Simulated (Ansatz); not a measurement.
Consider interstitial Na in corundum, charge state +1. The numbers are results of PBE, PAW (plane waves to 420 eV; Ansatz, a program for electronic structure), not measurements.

Settings: 270 host sites, the relaxed PBE lattice, the Γ point alone, smearing 0.01 eV, spin-restricted, no image-charge correction. Energies are static. The charge state is imposed; whether it is stable for some Fermi level was not computed. Sites that were not tried may lie lower.

Barriers: single points on a 2×2×2 k-point mesh shifted by half a step along c at the bands' geometries.

Relaxed starting cell (atoms counted from 1):

```
CELL_PARAMETERS angstrom
     14.42625     0.00000     0.00000
     -7.21313    12.49350     0.00000
      0.00000     0.00000    13.12510
ATOMIC_POSITIONS crystal
  Al 0.99987 0.00022 0.36296
  Al 0.99982 0.33404 0.35255
  Al 0.99979 0.66634 0.35236
  Al 0.33373 0.00027 0.35256
  Al 0.33376 0.33404 0.35235
  Al 0.33320 0.66689 0.35227
  Al 0.66605 0.00030 0.35236
  Al 0.66654 0.33356 0.35250
  Al 0.66606 0.66637 0.35256
  Al 0.22349 0.11126 0.18644
  Al 0.22222 0.44514 0.18582
  Al 0.22243 0.77788 0.18582
  Al 0.55577 0.11146 0.18576
  Al 0.55520 0.44433 0.18576
  Al 0.55495 0.77766 0.18582
  Al 0.88885 0.11283 0.18644
  Al 0.88864 0.44490 0.18575
  Al 0.88726 0.77659 0.18644
  Al 0.11180 0.22403 0.31602
  Al 0.11113 0.55598 0.31474
  Al 0.11175 0.88829 0.31603
  Al 0.44466 0.22257 0.31475
  Al 0.44411 0.55574 0.31474
  Al 0.44436 0.88896 0.31474
  Al 0.77752 0.22267 0.31475
  Al 0.77743 0.55544 0.31476
  Al 0.77606 0.88835 0.31603
  Al 0.22388 0.11272 0.48100
  Al 0.22261 0.44549 0.48139
  Al 0.22240 0.77748 0.48139
  Al 0.55547 0.11130 0.48137
  Al 0.55534 0.44462 0.48137
  Al 0.55460 0.77770 0.48139
  Al 0.88737 0.11174 0.48100
  Al 0.88880 0.44476 0.48137
  Al 0.88836 0.77622 0.48101
  O  0.23147 0.00002 0.25124
  O  0.23100 0.33338 0.24964
  O  0.23120 0.66691 0.25009
  O  0.56459 0.00017 0.25013
  O  0.56448 0.33349 0.25019
  O  0.56420 0.66664 0.25026
  O  0.89769 0.00196 0.25554
  O  0.89777 0.33366 0.25000
  O  0.89771 0.66671 0.24991
  O  0.10378 0.10241 0.25554
  O  0.10194 0.43590 0.25026
  O  0.10188 0.76909 0.24964
  O  0.43540 0.10232 0.25000
  O  0.43510 0.43551 0.25012
  O  0.43523 0.76890 0.25009
  O  0.76852 0.10238 0.24990
  O  0.76852 0.43561 0.25020
  O  0.76805 0.76862 0.25124
  O  0.21366 0.22349 0.41703
  O  0.21307 0.55593 0.41679
  O  0.21335 0.88884 0.41704
  O  0.54649 0.22244 0.41685
  O  0.54625 0.55564 0.41689
  O  0.54625 0.88901 0.41672
  O  0.87945 0.22270 0.41658
  O  0.87956 0.55562 0.41674
  O  0.87868 0.88822 0.41904
  O  0.11125 0.32508 0.41704
  O  0.11108 0.65781 0.41672
  O  0.11188 0.99105 0.41903
  O  0.44447 0.32452 0.41674
  O  0.44416 0.65772 0.41679
  O  0.44445 0.99119 0.41689
  O  0.77766 0.32463 0.41685
  O  0.77739 0.65733 0.41658
  O  0.77661 0.99075 0.41704
  O  0.00905 0.12141 0.41903
  O  0.00890 0.45384 0.41689
  O  0.00934 0.78644 0.41704
  O  0.34277 0.12065 0.41658
  O  0.34228 0.45385 0.41672
  O  0.34238 0.78702 0.41679
  O  0.67557 0.12053 0.41674
  O  0.67546 0.45361 0.41686
  O  0.67501 0.78675 0.41704
  O  0.00008 0.23205 0.25124
  O  0.99992 0.56500 0.25013
  O  0.99813 0.89632 0.25555
  O  0.33338 0.23159 0.24990
  O  0.33319 0.56487 0.25010
  O  0.33346 0.89815 0.25026
  O  0.66660 0.23157 0.25020
  O  0.66643 0.56469 0.25000
  O  0.66672 0.89821 0.24964
  Al 0.22369 0.11210 0.68428
  Al 0.22231 0.44501 0.68555
  Al 0.22222 0.77778 0.68555
  Al 0.55538 0.11149 0.68557
  Al 0.55563 0.44472 0.68557
  Al 0.55508 0.77788 0.68556
  Al 0.88800 0.11216 0.68429
  Al 0.88860 0.44447 0.68557
  Al 0.88794 0.77641 0.68428
  Al 0.11138 0.22423 0.51930
  Al 0.11095 0.55570 0.51894
  Al 0.11236 0.88871 0.51931
  Al 0.44514 0.22275 0.51892
  Al 0.44440 0.55583 0.51894
  Al 0.44426 0.88915 0.51894
  Al 0.77734 0.22297 0.51892
  Al 0.77713 0.55496 0.51892
  Al 0.77586 0.88773 0.51931
  Al 0.99988 0.00023 0.63736
  Al 0.99994 0.33412 0.64796
  Al 0.99992 0.66641 0.64776
  Al 0.33369 0.00015 0.64796
  Al 0.33369 0.33409 0.64775
  Al 0.33320 0.66689 0.64782
  Al 0.66601 0.00018 0.64776
  Al 0.66654 0.33356 0.64804
  Al 0.66598 0.66641 0.64796
  Al 0.11248 0.22385 0.81387
  Al 0.11110 0.55556 0.81457
  Al 0.11091 0.88762 0.81387
  Al 0.44479 0.22279 0.81450
  Al 0.44454 0.55613 0.81457
  Al 0.44397 0.88899 0.81457
  Al 0.77730 0.22258 0.81450
  Al 0.77752 0.55532 0.81450
  Al 0.77624 0.88921 0.81388
  O  0.12106 0.11224 0.58129
  O  0.12018 0.44483 0.58358
  O  0.12029 0.77775 0.58375
  O  0.45349 0.11144 0.58360
  O  0.45349 0.44481 0.58343
  O  0.45325 0.77801 0.58347
  O  0.78639 0.11161 0.58328
  O  0.78666 0.44452 0.58353
  O  0.78608 0.77697 0.58329
  O  0.32473 0.21370 0.58328
  O  0.32428 0.54684 0.58347
  O  0.32417 0.87992 0.58358
  O  0.65736 0.21343 0.58353
  O  0.65746 0.54660 0.58361
  O  0.65698 0.87980 0.58375
  O  0.99040 0.21401 0.58329
  O  0.99083 0.54660 0.58343
  O  0.99069 0.87904 0.58129
  O  0.10205 0.99849 0.74477
  O  0.10203 0.33374 0.75042
  O  0.10196 0.66678 0.75031
  O  0.43516 0.00028 0.75019
  O  0.43554 0.33382 0.75005
  O  0.43526 0.66696 0.75012
  O  0.76826 0.00044 0.74907
  O  0.76854 0.33355 0.75022
  O  0.76873 0.66708 0.75068
  O  0.00161 0.10414 0.74477
  O  0.99981 0.43545 0.75019
  O  0.99966 0.76841 0.74907
  O  0.33302 0.10225 0.75068
  O  0.33331 0.43576 0.75031
  O  0.33314 0.76888 0.75012
  O  0.66628 0.10231 0.75006
  O  0.66655 0.43559 0.75022
  O  0.66636 0.76888 0.75042
  O  0.23169 0.23183 0.74908
  O  0.23122 0.56484 0.75012
  O  0.23123 0.89807 0.75041
  O  0.56452 0.23156 0.75022
  O  0.56464 0.56494 0.75020
  O  0.56434 0.89813 0.75032
  O  0.89785 0.23135 0.75069
  O  0.89779 0.56455 0.75006
  O  0.89596 0.89804 0.74478
  O  0.22313 0.00970 0.58329
  O  0.22234 0.34312 0.58375
  O  0.22208 0.67582 0.58347
  O  0.55529 0.00926 0.58343
  O  0.55558 0.34273 0.58353
  O  0.55527 0.67593 0.58358
  O  0.88787 0.00941 0.58129
  O  0.88865 0.34263 0.58361
  O  0.88848 0.67536 0.58328
  Al 0.11246 0.22665 0.02008
  Al 0.11082 0.55575 0.01899
  Al 0.11368 0.88764 0.02008
  Al 0.44582 0.22321 0.01913
  Al 0.44435 0.55566 0.01899
  Al 0.44443 0.88927 0.01899
  Al 0.77689 0.22320 0.01913
  Al 0.77689 0.55428 0.01913
  Al 0.77345 0.88641 0.02009
  Al 0.99987 0.00022 0.82980
  Al 0.99984 0.33367 0.85227
  Al 0.99998 0.66603 0.85174
  Al 0.33335 0.00026 0.85227
  Al 0.33407 0.33453 0.85174
  Al 0.33320 0.66690 0.85188
  Al 0.66557 0.00013 0.85174
  Al 0.66654 0.33357 0.85230
  Al 0.66643 0.66676 0.85228
  Al 0.22629 0.11405 0.98023
  Al 0.22285 0.44619 0.98119
  Al 0.22285 0.77725 0.98120
  Al 0.55530 0.11119 0.98134
  Al 0.55539 0.44480 0.98134
  Al 0.55391 0.77725 0.98120
  Al 0.88604 0.11281 0.98022
  Al 0.88891 0.44471 0.98133
  Al 0.88728 0.77382 0.98023
  Al 0.99987 0.00022 0.17050
  Al 0.99976 0.33442 0.14857
  Al 0.99990 0.66678 0.14805
  Al 0.33417 0.00033 0.14858
  Al 0.33331 0.33371 0.14804
  Al 0.33320 0.66690 0.14801
  Al 0.66639 0.00020 0.14805
  Al 0.66654 0.33356 0.14843
  Al 0.66567 0.66593 0.14858
  O  0.00918 0.22164 0.91760
  O  0.00901 0.55556 0.91680
  O  0.00637 0.88680 0.91067
  O  0.34356 0.22374 0.91639
  O  0.34261 0.55613 0.91665
  O  0.34209 0.88914 0.91684
  O  0.67538 0.22256 0.91697
  O  0.67584 0.55598 0.91704
  O  0.67540 0.88902 0.91708
  O  0.21313 0.32471 0.91708
  O  0.21303 0.65750 0.91665
  O  0.21198 0.99093 0.91759
  O  0.54668 0.32472 0.91697
  O  0.54656 0.65801 0.91684
  O  0.54606 0.99108 0.91680
  O  0.87965 0.32426 0.91704
  O  0.87968 0.65654 0.91639
  O  0.87993 0.99374 0.91065
  O  0.32433 0.11144 0.08323
  O  0.32390 0.44448 0.08328
  O  0.32436 0.77791 0.08334
  O  0.65765 0.11132 0.08347
  O  0.65713 0.44434 0.08366
  O  0.65618 0.77673 0.08393
  O  0.99337 0.11367 0.08966
  O  0.99072 0.44489 0.08351
  O  0.99055 0.77882 0.08272
  O  0.22128 0.21234 0.08272
  O  0.22219 0.54704 0.08335
  O  0.22336 0.88004 0.08392
  O  0.55577 0.21340 0.08366
  O  0.55521 0.54642 0.08351
  O  0.55562 0.88001 0.08328
  O  0.88865 0.21348 0.08324
  O  0.88878 0.54692 0.08347
  O  0.88642 0.88031 0.08966
  O  0.11979 0.00672 0.08967
  O  0.12006 0.34392 0.08393
  O  0.12009 0.67620 0.08327
  O  0.45368 0.00938 0.08351
  O  0.45318 0.34245 0.08347
  O  0.45305 0.67574 0.08335
  O  0.78777 0.00954 0.08273
  O  0.78670 0.34296 0.08366
  O  0.78661 0.67576 0.08323
  O  0.11331 0.12017 0.91066
  O  0.11096 0.45354 0.91684
  O  0.11108 0.78698 0.91708
  O  0.44412 0.12045 0.91704
  O  0.44453 0.45404 0.91680
  O  0.44397 0.78707 0.91666
  O  0.77636 0.12042 0.91639
  O  0.77754 0.45342 0.91697
  O  0.77846 0.78813 0.91761
  Na 0.99986 0.00024 0.00016
```
Cell charge +1.

End state 1 differs by these moves (Å; atoms that move under 0.08 Å are left out):

```
atom  element     Δx     Δy     Δz
----  -------  -----  -----  -----
1          Al  -0.02  -0.01  -0.14
10         Al  -0.02   0.00   0.13
28         Al  -0.02  -0.02  -0.14
91         Al  -0.02  -0.01  -0.28
109        Al  -0.01  -0.02   0.13
154         O   0.00  -0.03   0.08
157         O   0.02   0.03  -0.09
190        Al  -0.05  -0.02   0.31
199        Al  -0.04  -0.03   0.31
208        Al  -0.02  -0.01  -0.28
219         O   0.03   0.04   0.07
220         O  -0.03   0.01   0.09
228         O   0.05   0.01   0.07
234         O   0.00  -0.03   0.09
244         O  -0.02   0.01   0.08
252         O   0.04   0.00  -0.09
262         O  -0.05  -0.03   0.16
271        Na   2.40   1.39  -2.19
```

Question: What is the computed forward and backward barriers to end state 1 (PBE, PAW)?

Answer: forward 4.29 eV, backward 4.29 eV; at the saddle point atom 271 has neighbours Al at 2.14, Al at 2.19; O at 1.83, 2 O at 1.91, O at 2.12, O at 2.26 Å. The saddle point's order was not checked.
